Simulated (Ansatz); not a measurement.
**A computed series for HfC: pressure series**

Consider HfC in the rock salt structure (space group Fm-3m, No. 225; a = 4.651 Å).

Cell and atoms are relaxed at each pressure.

Computed with PBE (Ansatz, a quantum-chemistry and plane-wave program), without spin-orbit coupling.

| pressure (GPa) | volume per atom (Å³/atom) |
|---|---|
| -1 | 12.634 |
| 0 | 12.580 |
| 0.9 | ? |
| 2.1 | 12.470 |
| 4.5 | 12.350 |
| 9 | 12.137 |
| 15 | 11.880 |
| 22.5 | 11.591 |
| 30 | 11.331 |

Q: Fit the third-order Birch–Murnaghan form P(V) = (3B₀/2)[(V₀/V)^(7/3) − (V₀/V)^(5/3)]·[1 + (3/4)(B₀′ − 4)((V₀/V)^(2/3) − 1)] (squares taken in P) to the rows shown and predict the withheld row.

A: Least squares on the printed values gives V₀ = 12.580 Å³/atom, B₀ = 235 GPa, B₀′ = 3.8; this predicts 12.532 Å³/atom, and the run gives 12.533 Å³/atom, in agreement.

Load acts through the strain it causes; cell and atoms are relaxed under it. Stability against distortions was not tested. Competing high-pressure phases were not computed. All final runs are without spin polarisation.
